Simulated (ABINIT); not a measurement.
# Several settings converged on CoSi₂ (I4mm, 3 atoms in the cell)

```xyz
3
Lattice="0.0000 2.6720 2.6720 2.6720 0.0000 2.6720 2.6720 2.6720 0.0000" Properties=species:S:1:pos:R:3 pbc="T T T"
Co     0.0000     0.0000     0.0500
Si     1.3360     1.3360     1.3360
Si     4.0079     4.0079     4.0079
```

Base method: PBEsol, norm-conserving pseudopotentials (PseudoDojo nc-sr-04 PBEsol standard) (plane waves; ABINIT).

Base settings: pseudos = [Co.upf, Si.upf]; ecut = 1306 eV; ixc = -116133; occopt = 3; tsmear = 0.00367493 Ha; ngkpt = 4 4 4; nshiftk = 1; shiftk = 0 0 0; potentials = PseudoDojo nc-sr-04 PBEsol standard; nband = 18.

The count of work is k-points × plane waves × bands × iterations; it is no time. Core times come from one kind of shared machine, to one figure; runs under 30 s give none.

**The cutoff for other potential files**

Level: DFT, PBEsol, plane waves, PAW (JTH v2.0 PBE PAW, files made for PBE).

In this ladder: pseudos = [Co.GGA_PBE-JTH.xml, Si.GGA_PBE-JTH.xml]; potentials = JTH v2.0 PBE PAW; pawxcdev = 0. Moved along: pawecutdg.

The mesh stays at the base's, so the ladder's end is converged at best in this setting alone.

Only quantities that move along the ladder and can be compared are tabulated.

```tsv
ecut	free energy less the last step's (meV/atom)	pressure (GPa)	largest difference of a force vector from the last step's (eV/Å)	count of work / last	core time / last (rough)
381 eV	92.22	-3.55	0.009	0.084	0.2
435 eV	71.22	-4.95	0.001	0.080	0.1
571 eV	12.89	-3.91	0.001	0.18	0.2
816 eV	3.64	-3.20	0.000	0.23	0.2
1225 eV	0.36	-3.05	0.001	0.49	0.4
1633 eV	0.00	-3.03	0.000	1.0	1
```

Coarsest ecut that holds the pressure within 0.05 GPa of the last step, with all finer ones: 1225 eV, at about 0.4 of the last step's time; the step before is off by 0.17 GPa.

Coarsest ecut that holds the forces within 0.005 eV/Å of the last step, with all finer ones: 435 eV, at 0.080 of the last step's count of work and about 0.1 of the last step's time; the step before is off by 0.009 eV/Å.

Coarsest ecut that holds the free energy within 1 meV/atom of the last step, with all finer ones: 1225 eV, at about 0.4 of the last step's time; the step before is off by 3.6 meV/atom.

**The relaxed cell against the cutoff**

On CoSi₂ (Fm-3m, 3 atoms in the cell): atoms on their sites.

In this ladder: ionmov = 2; ntime = 40; tolmxf = 0.0001 Ha/bohr; optcell = 2; dilatmx = 1.08; ecutsm = 0.5 Ha.

The mesh stays at the base's, so the ladder's end is converged at best in this setting alone.

Only quantities that move along the ladder and can be compared are tabulated.

```csv
ecut,relaxed volume (Å³/atom),relaxation steps,core time / last (rough)
653 eV,12.914,15,1
925 eV,12.313,7,1
1116 eV,12.468,5,2
1578 eV,12.475,4,1
```

Coarsest ecut that holds the relaxed volume within 0.025 Å³/atom of the last step, with all finer ones: 1116 eV; the step before is off by 0.16 Å³/atom.

At the lowest cutoff the cell relaxes to a volume 3.5 % larger than at the highest.

On the base run: the starting cell has typed, rounded lattice constants, without a prior relaxation at this level. Its lattice was rescaled by up to half a per cent. One atom was moved a little off its site on purpose. Spin polarisation is off. Without a gap this mesh is coarse (it stands for a supercell whose shortest vector is 15 Å).
